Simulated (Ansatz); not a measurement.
**Hypothetical cubic perovskite BaSnSe3, response to strain**

The parent structure is BaSnSe3 in the cubic perovskite structure (space group Pm-3m, No. 221; a = 5.270 Å; a hypothetical phase, not in the database extracts checked). Axes: x, y, z lie along the cube axes.

Strains are applied to the cell and any free atomic positions relax; under biaxial strain the out-of-plane vector relaxes too; under stress the whole cell relaxes.

Levels (all Ansatz, a program for electronic structure, PAW): PBEsol (420 eV, no spin-orbit coupling); r2SCAN (500 eV, no spin-orbit coupling).

Pressures by level, all at the geometries relaxed with PBEsol:

```csv
case,PBEsol,r2SCAN
base,0.0 GPa,1.2 GPa
"biaxial strain +1.12 %, plane normal [001], relaxed out of plane",-0.8 GPa,___
isotropic strain −1.07 %,1.7 GPa,___
isotropic strain +4.34 %,-4.7 GPa,___
"uniaxial stress, 3 GPa tension along x",-1.0 GPa,0.1 GPa
```

Question: Complete the table.

Answer: 
- biaxial strain +1.12 %, plane normal [001], relaxed out of plane, r2SCAN: 0.3 GPa
- isotropic strain −1.07 %, r2SCAN: 3.2 GPa
- isotropic strain +4.34 %, r2SCAN: -4.1 GPa

Single points use the geometry relaxed with PBEsol. Their cutoffs differ, which shifts pressures a little. Without a gap, meshes like the base's 9×9×9 leave anisotropic stresses uncertain by several tenths of a GPa, and small strain energies with them. Stability under load was not tested beyond the relaxation. The final runs are not spin-polarised. Many cubic perovskites are stable only at high temperature; tilts and polar distortions were not tested.
